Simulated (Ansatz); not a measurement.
A set of related cells and their N–Ga–N angle.

Cell A: a slab of GaN (wurtzite, P6₃mc) cut along (0001), 6 atoms, hexagonal cell of 3.20 Å (8.8 Å²), symmetry P3m1, 5.9 Å thick under 16 Å of vacuum, in-plane vectors held at the crystal's; planes from bottom to top: H | N | Ga | N | Ga | H, its two faces unlike (dipole correction applied); added, foreign or displaced atoms, above the top plane and below the bottom plane: H bound to 1 N at 1.02 Å; H bound to 1 Ga at 1.55 Å; spin state with PBE: run without spin, k-point mesh 11×11×1.
```
CELL_PARAMETERS angstrom
      3.19651     0.00000     0.00000
     -1.59826     2.76826     0.00000
      0.00000     0.00000    21.83773
ATOMIC_POSITIONS crystal
  H  0.33333 0.66667 0.36405
  N  0.33333 0.66667 0.41098
  Ga 0.66667 0.33333 0.44389
  N  0.66667 0.33333 0.52980
  Ga 0.33333 0.66667 0.56531
  H  0.33333 0.66667 0.63629
```

Cell B: GaN (wurtzite, P6₃mc), 4 atoms in the cell, a perfect crystal on lattice vectors that match the other cells', k-point mesh 11×11×6 on the run's own vectors.

Plane-wave PAW calculations with Ansatz (a program for electronic structure), its default PAW set. Each column's cells are at rest at that level; cells on a host keep its relaxed lattice. No structure search was made; lower ones may exist. The meshes named are those of the closing points. Atoms count as bonded under 1.18 times the sum of their covalent radii (1.35 for H and a metal); two metal atoms count in their first shell alone, and not where both have two or more other neighbours. Mean, with the range where angles differ.

Values (°):

| cell | PBE+D3(BJ) |
|---|---|
| A | 108.3 (106.0 to 111.3) |
| B | 109.5 (109.2 to 109.7) |

With PBE+D3(BJ) the value of B exceeds that of A by 1.2°.
